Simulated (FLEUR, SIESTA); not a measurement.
A SIESTA input for a self-consistent single point of CsLiBr2 (P1, 8 atoms in the cell) (DFT, LDA PW92, numerical atomic orbitals DZP, PseudoDojo LDA standard norm-conserving potentials (rewritten from UPF to PSML)):

```
# files in the folder: Cs.psml Li.psml Br.psml (PseudoDojo LDA standard)
SystemName  CsLiBr2
SystemLabel CsLiBr2

NumberOfAtoms                8
NumberOfSpecies              3
%block ChemicalSpeciesLabel
  1 55 Cs
  2 3 Li
  3 35 Br
%endblock ChemicalSpeciesLabel
LatticeConstant              1.0 Ang
%block LatticeVectors
     5.181240000    0.000000000    0.000000000
     0.000000000    5.181240000    0.000000000
     0.000000000    0.000000000    9.930060000
%endblock LatticeVectors
AtomicCoordinatesFormat      Fractional
%block AtomicCoordinatesAndAtomicSpecies
    -0.004142000    0.500773000    0.304087000  1
     0.492819000   -0.004964000    0.701404000  1
     0.498313000    0.007977000    0.085189000  2
    -0.002323000    0.490187000    0.916632000  2
     0.009646000    0.509462000    0.665475000  3
     0.506033000   -0.002631000    0.328265000  3
    -0.003137000   -0.006567000   -0.004717000  3
     0.502791000    0.505762000    0.003665000  3
%endblock AtomicCoordinatesAndAtomicSpecies

XC.functional                LDA
XC.authors                   PW92
PAO.BasisSize                DZP
PAO.EnergyShift              0.01 Ry
PAO.Polarization.NonPerturbative true
MeshCutoff                   300 Ry
%block kgrid.MonkhorstPack
    3   0   0  0.0
    0   3   0  0.0
    0   0   2  0.0
%endblock kgrid.MonkhorstPack
OccupationFunction           FD
ElectronicTemperature        10 K

MaxSCFIterations             150
SCF.Mixer.Method             Pulay
SCF.Mixer.Weight             0.1
SCF.Mixer.History            8
SCF.DM.Tolerance             1.0E-05
Diag.ParallelOverK           true
WriteForces                  true
```

Q: Translate this input to FLEUR.

A: One input that does it (others would too):

Input of the input generator:

```
scf CsLiBr2
&input film=f /
9.7911245860 0.0000000000 0.0000000000
0.0000000000 9.7911245860 0.0000000000
0.0000000000 0.0000000000 18.7650938011
1.0
1.0 1.0 1.0

8
55 -0.0041420000 0.5007730000 0.3040870000
55 0.4928190000 -0.0049640000 0.7014040000
3 0.4983130000 0.0079770000 0.0851890000
3 -0.0023230000 0.4901870000 0.9166320000
35 0.0096460000 0.5094620000 0.6654750000
35 0.5060330000 -0.0026310000 0.3282650000
35 -0.0031370000 -0.0065670000 -0.0047170000
35 0.5027910000 0.5057620000 0.0036650000

&comp jspins=1 /
&exco xctyp='pz' /
&kpt div1=3 div2=3 div3=2 gamma=t /
&end /
```

```xml
<?xml version="1.0" encoding="UTF-8" standalone="no"?>
<fleurInput fleurInputVersion="0.39">
   <comment>
      scf CsLiBr2                                                                                         
   </comment>
   <calculationSetup>
      <cutoffs Kmax="3.8" Gmax="15.2" GmaxXC="15.2" numbands="0"/>
      <scfLoop itmax="100" minDistance="0.00001" maxIterBroyd="40" imix="Anderson" alpha="0.05" precondParam="0.0" spinf="2.0"/>
      <coreElectrons ctail="T" frcor="F" kcrel="0" coretail_lmax="0"/>
      <xcFunctional name="pz" relativisticCorrections="F"/>
      <magnetism jspins="1"/>
      <soc l_soc="F" theta="0.0" phi="0.0" spav="F"/>
      <expertModes spex="0" secvar="F"/>
      <geometryOptimization l_f="T" forcealpha="1.0" forcemix="BFGS" epsdisp="0.00001" epsforce="0.00001"/>
      <ldaU l_linMix="F" mixParam="0.05" spinf="1.0"/>
   </calculationSetup>
   <cell>
      <bzIntegration valenceElectrons="48.0" mode="hist" fermiSmearingEnergy="0.0001">
         <kPointListSelection listName="default-1"/>
         <!-- k-points included here -->
         <xi:include xmlns:xi="http://www.w3.org/2001/XInclude" href="kpts.xml"> </xi:include>
      </bzIntegration>
      <!-- symmetry operations included here -->
      <xi:include xmlns:xi="http://www.w3.org/2001/XInclude" href="sym.xml"> </xi:include>
      <bulkLattice scale="1.0">
         <bravaisMatrix>
            <row-1>    9.7911245860000005     0.0000000000000000     0.0000000000000000</row-1>
            <row-2>    0.0000000000000000     9.7911245860000005     0.0000000000000000</row-2>
            <row-3>    0.0000000000000000     0.0000000000000000    18.7650938011000008</row-3>
         </bravaisMatrix>
      </bulkLattice>
   </cell>
   <atomSpecies>
      <species name="Cesium (Cs)" element="Cs" atomicNumber="55">
         <mtSphere radius="2.68" gridPoints="925" logIncrement="0.014"/>
         <atomicCutoffs lmax="10" lnonsphr="8"/>
         <electronConfig flipSpins="F">
            <coreConfig>(1s1/2) (2s1/2) (2p1/2) (2p3/2) (3s1/2) (3p1/2) (3p3/2) (4s1/2) (3d3/2) (3d5/2) (4p1/2) (4p3/2) (4d3/2) (4d5/2)</coreConfig>
            <valenceConfig>(5s1/2) (5p1/2) (5p3/2) (6s1/2)</valenceConfig>
            <stateOccupation state="(6s1/2)" spinUp="0.5" spinDown="0.5"/>
         </electronConfig>
         <energyParameters s="6" p="6" d="5" f="4"/>
         <lo type="SCLO" l="0" n="5" eDeriv="0"/>
         <lo type="SCLO" l="1" n="5" eDeriv="0"/>
      </species>
      <species name="Lithium (Li)" element="Li" atomicNumber="3">
         <mtSphere radius="1.59" gridPoints="549" logIncrement="0.018"/>
         <atomicCutoffs lmax="6" lnonsphr="4"/>
         <electronConfig flipSpins="F">
            <coreConfig>(1s1/2)</coreConfig>
            <valenceConfig>(2s1/2)</valenceConfig>
            <stateOccupation state="(2s1/2)" spinUp="0.5" spinDown="0.5"/>
         </electronConfig>
         <energyParameters s="2" p="2" d="3" f="4"/>
      </species>
      <species name="Bromine (Br)" element="Br" atomicNumber="35">
         <mtSphere radius="2.68" gridPoints="925" logIncrement="0.014"/>
         <atomicCutoffs lmax="10" lnonsphr="8"/>
         <electronConfig flipSpins="F">
            <coreConfig>(1s1/2) (2s1/2) (2p1/2) (2p3/2) (3s1/2) (3p1/2) (3p3/2) (3d3/2) (3d5/2)</coreConfig>
            <valenceConfig>(4s1/2) (4p1/2) (4p3/2)</valenceConfig>
            <stateOccupation state="(4p1/2)" spinUp="0.8333333333333" spinDown="0.8333333333333"/>
            <stateOccupation state="(4p3/2)" spinUp="1.6666666666667" spinDown="1.6666666666667"/>
         </electronConfig>
         <energyParameters s="4" p="4" d="4" f="4"/>
      </species>
   </atomSpecies>
   <atomGroups>
      <atomGroup species="Cesium (Cs)">
         <relPos label="                   1">-.0041420000 -.4992270000 .3040870000</relPos>
         <force calculate="T" relaxXYZ="TTT"/>
      </atomGroup>
      <atomGroup species="Cesium (Cs)">
         <relPos label="                   2">.4928190000 -.0049640000 -.2985960000</relPos>
         <force calculate="T" relaxXYZ="TTT"/>
      </atomGroup>
      <atomGroup species="Lithium (Li)">
         <relPos label="                   3">.4983130000 .0079770000 .0851890000</relPos>
         <force calculate="T" relaxXYZ="TTT"/>
      </atomGroup>
      <atomGroup species="Lithium (Li)">
         <relPos label="                   4">-.0023230000 .4901870000 -.0833680000</relPos>
         <force calculate="T" relaxXYZ="TTT"/>
      </atomGroup>
      <atomGroup species="Bromine (Br)">
         <relPos label="                   5">.0096460000 -.4905380000 -.3345250000</relPos>
         <force calculate="T" relaxXYZ="TTT"/>
      </atomGroup>
      <atomGroup species="Bromine (Br)">
         <relPos label="                   6">-.4939670000 -.0026310000 .3282650000</relPos>
         <force calculate="T" relaxXYZ="TTT"/>
      </atomGroup>
      <atomGroup species="Bromine (Br)">
         <relPos label="                   7">-.0031370000 -.0065670000 -.0047170000</relPos>
         <force calculate="T" relaxXYZ="TTT"/>
      </atomGroup>
      <atomGroup species="Bromine (Br)">
         <relPos label="                   8">-.4972090000 -.4942380000 .0036650000</relPos>
         <force calculate="T" relaxXYZ="TTT"/>
      </atomGroup>
   </atomGroups>
   <output dos="F" band="F" slice="F">
      <checks vchk="F" cdinf="F"/>
      <bandDOS minEnergy="-.5*Htr" maxEnergy="0.5*Htr" sigma="0.015" storeEVData="T"/>
      <vacuumDOS vacdos="F" integ="F" star="F" nstars="0" locx1="0.0" locy1="0.0" locx2="0.0" locy2="0.0" nstm="0" tworkf="0.0"/>
      <unfoldingBand unfoldBand="F" supercellX="1" supercellY="1" supercellZ="1"/>
      <plotting iplot="0" polar="F">
         <plot TwoD="T" vec1="  1.0  0.0  0.0" vec2="  0.0  1.0  0.0" vec3="  0.0  0.0  1.0" zero="  0.0  0.0  0.0" file="plot"/>
      </plotting>
      <chargeDensitySlicing numkpt="0" minEigenval="0.0" maxEigenval="0.0" nnne="0" pallst="F"/>
      <specialOutput eonly="F"/>
      <magneticCircularDichroism mcd="F" energyLo="-10.0" energyUp="0.0"/>
   </output>
  <!-- We include the file relax.xml here to enable relaxations (see documentation) -->
  <xi:include xmlns:xi="http://www.w3.org/2001/XInclude" href="relax.xml"> <xi:fallback/> </xi:include>
</fleurInput>
```

Basis settings and potentials, where a program has them, do not carry over. This input uses DFT, LDA (Perdew-Zunger), all-electron FLAPW (FLEUR), scalar-relativistic valence. LDA parametrisations can differ slightly between programs.

The starting cell comes from a database of computed structures (which also holds hypothetical and non-ambient phases and stackings), without a prior relaxation at this level. For this run, on top of that: atoms moved at random.
